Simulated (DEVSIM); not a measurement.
Structure: Ge n-i-p diode, at 300 K.

```
layer (left to right)  material  thickness (μm)  Nd (cm⁻³)  Na (cm⁻³)  τn (s)  τp (s)
---------------------  --------  --------------  ---------  ---------  ------  ------
1                            Ge            1.40     2.7e17          -    6e-7    6e-7
2                            Ge            5.30          -     1.8e13    6e-7    6e-7
3                            Ge           0.330          -     4.1e17    6e-7    6e-7
```

Left contact: ohmic. Right contact: ohmic. Voltage is applied to the left contact. Recombination: SRH at mid-gap, radiative. Mobility is constant in doping.

This is a model device: material constants are rounded textbook-type values typed into the input, and sizes, dopings and lifetimes were drawn at random. Values at 300 K.

```
parameter           Ge
-------------  -------
gap (eV)         0.664
affinity (eV)        4
permittivity        16
Nc (cm⁻³)      1.04e19
Nv (cm⁻³)         6e18
μn (cm²/Vs)       3900
μp (cm²/Vs)       1900
B (cm³/s)      6.4e-14
```

DEVSIM, 1D drift-diffusion, Boltzmann statistics, complete ionisation; no tunnelling, impact ionisation, image-force lowering or self-heating.

The thickness of layer 2 was swept, all else fixed.

```json
[
 {"thickness of layer 2 (μm)": "1.1", "dark forward voltage at 100 A/cm² (V)": "0.312"},
 {"thickness of layer 2 (μm)": "1.9", "dark forward voltage at 100 A/cm² (V)": "0.313"},
 {"thickness of layer 2 (μm)": "3.2", "dark forward voltage at 100 A/cm² (V)": "0.315"},
 {"thickness of layer 2 (μm)": "5.3", "dark forward voltage at 100 A/cm² (V)": "0.318"},
 {"thickness of layer 2 (μm)": "9", "dark forward voltage at 100 A/cm² (V)": "0.323"},
 {"thickness of layer 2 (μm)": "16", "dark forward voltage at 100 A/cm² (V)": "(withheld)"},
 {"thickness of layer 2 (μm)": "26", "dark forward voltage at 100 A/cm² (V)": "0.343"}
]
```

Q: Some entries are withheld; supply them.

A: 
- 16, dark forward voltage at 100 A/cm² (V): 0.332
